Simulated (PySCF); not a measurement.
PySCF 2.14.0, PBE0/def2-svp, df: Ti(S)(OH)(NMe2) (C[N](C)[Ti]([OH])=[S]), 13 atoms. The geometry is a generated start, not checked to be a minimum at this level.

| Property | Value |
|---|---|
| task | energy |
| method | pbe0 |
| basis | def2-svp |
| two-electron scheme | density fitting |
| mol.max_memory | 3000 MB |
| mf.max_cycle | 100 |
| mf.conv_tol | 1e-09 (default) |
| mf.grids.level | 3 (default) |
| basis functions | 140 |
| grid points | 164664 |

```xyz
13

Ti     0.9407    -1.3638     0.0359
S      2.6118    -0.0540    -0.3653
O      1.1171    -1.7474     1.7255
H      1.9247    -1.5457     2.2220
N     -0.5521    -0.3304    -0.3303
C     -0.5139     0.4201    -1.5743
C     -0.9322     0.5266     0.7807
H     -1.5017     0.8482    -1.7863
H      0.2228     1.2435    -1.5211
H     -0.2351    -0.2491    -2.4037
H     -0.1609     1.3104     0.9480
H     -1.8892     1.0229     0.5778
H     -1.0320    -0.0814     1.6911
```

Charge 0 and multiplicity 1 are set for this test and not shown to be the ground state.

With the defaults (mf.DIIS = CDIIS, mf.diis = true, mf.init_guess = minao, mf.diis_space = 8, mf.damp = 0, mf.diis_start_cycle = 1) it converges in 16 Fock builds. One run each on 2 threads, 1 BLAS thread, with these changes:
- mf.diis_space = 20
- mf.diis = false
- mf.init_guess = atom
- mf.diis_space = 12
- mf.DIIS = EDIIS
- mf.diis = false, mf.damp = 0.7, mf.diis_start_cycle = 999
- mf.init_guess = sap
- mf.damp = 0.7, mf.diis_start_cycle = 8
- mf.init_guess = 1e

**Question.** Name the settings that don't reach the solution of the defaults.

**Answer.** No convergence: mf.DIIS = EDIIS; mf.diis = false (the run ends without SCF convergence in 100 cycles). The rest reach the solution of the defaults.

```json
[
 {"setting": "the defaults", "Fock builds": "16", "end": "same solution"},
 {"setting": "mf.diis_space = 12", "Fock builds": "16", "end": "same solution"},
 {"setting": "mf.init_guess = atom", "Fock builds": "16", "end": "same solution"},
 {"setting": "mf.diis_space = 20", "Fock builds": "16", "end": "same solution"},
 {"setting": "mf.damp = 0.7, mf.diis_start_cycle = 8", "Fock builds": "21", "end": "same solution"},
 {"setting": "mf.init_guess = sap", "Fock builds": "22", "end": "same solution"},
 {"setting": "mf.init_guess = 1e", "Fock builds": "23", "end": "same solution"},
 {"setting": "mf.diis = false, mf.damp = 0.7, mf.diis_start_cycle = 999", "Fock builds": "34", "end": "same solution"},
 {"setting": "mf.DIIS = EDIIS", "Fock builds": "101", "end": "no convergence"},
 {"setting": "mf.diis = false", "Fock builds": "101", "end": "no convergence"}
]
```
